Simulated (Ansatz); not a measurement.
Band structure of CsSbO₃ (Pm-3m, 5 atoms in the cell).

```yaml
crystal:
  lattice:
    - [4.21598, 0.00000, 0.00000]
    - [0.00000, 4.21598, 0.00000]
    - [0.00000, 0.00000, 4.21598]
  atoms:
    - { symbol: Cs, position: [0.00000, 0.00000, 0.00000] }
    - { symbol: Sb, position: [0.50000, 0.50000, 0.50000] }
    - { symbol: O, position: [0.50000, 0.50000, 0.00000] }
    - { symbol: O, position: [0.00000, 0.50000, 0.50000] }
    - { symbol: O, position: [0.50000, 0.00000, 0.50000] }
```

Computed with PBEsol, PAW files made with PBE (plane waves; Ansatz, a program for electronic structure).

Settings: kpoints.mp_grid.grid = 8 8 8; hamiltonian.xc = pbesol; hamiltonian.pseudopotentials = {kind: paw} (the program's default PAW files); scf.occupations.method = fermi_dirac; scf.occupations.width = 0.1 eV; kpoints.band_path.npoints = 8.

The starting cell comes from a database of computed structures (which also holds hypothetical and non-ambient phases and stackings), without a prior relaxation at this level. Its lattice was rescaled by a random factor within 2.5 % of one. Spin-orbit coupling is off. The run gives no clean gap (levels at the Fermi energy touch, overlap or are partly filled at this smearing), which alone does not show that the compound is a metal.

Levels in eV from the Fermi level, bands 18 to 25:
| point | 18 | 19 | 20 | 21 | 22 | 23 | 24 | 25 |
|---|---|---|---|---|---|---|---|---|
| Γ | -1.03 | -1.03 | -0.24 | -0.24 | -0.24 | 6.93 | 6.93 | 8.73 |
| X | -1.17 | -1.17 | -0.71 | -0.71 | 1.85 | 6.73 | 8.50 | 8.90 |
| M | -1.57 | -0.62 | -0.62 | -0.14 | 3.97 | 5.75 | 5.75 | 8.31 |
| R | -0.53 | -0.12 | -0.12 | -0.12 | 4.13 | 4.13 | 4.13 | 5.84 |

Bands cross the Fermi level along this path, so the cell is metallic at this level.

Keys are those of Ansatz 0.2.
